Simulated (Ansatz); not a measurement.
# What isotropic strain −2.25 % does to SiC

Consider SiC (space group P6_3mc, No. 186; a = 3.0941 Å, c = 10.1293 Å).

One thing is altered: the cell is scaled by 0.9775 in all directions; the atoms relax in the strained cell.

Method: Kohn–Sham DFT with the PBE functional, run in Ansatz (an electronic-structure program) with PAW and 420 eV plane waves, no spin-orbit coupling. k-mesh 12×12×4 (Γ-centred); smearing 0.05 eV (Fermi–Dirac).

```csv
quantity,base,changed,shift
shortest interatomic distance,1.893 Å,1.851 Å,-0.0426 Å
energy relative to the base (free energy F),0 meV/atom,+34 meV/atom,+34 meV/atom
"pressure (mean of the normal stresses, compression positive)",0.00 GPa,16.62 GPa,+16.62 GPa
band gap,2.22 eV,2.23 eV,+0.01 eV
gap character,"indirect, Γ → M","indirect, Γ → M",–
smallest direct gap,3.34 eV,3.37 eV,+0.03 eV
mean gap deformation potential ΔEg/Δln V,–,-0.1 eV,–
width of the top valence band,2.42 eV,2.53 eV,+0.105 eV
"valence-band top at Γ (three highest levels, from the VBM)","0.00, 0.00, -0.05 eV","0.00, 0.00, -0.05 eV",–
```

Whether these cells are dynamically stable was not tested.
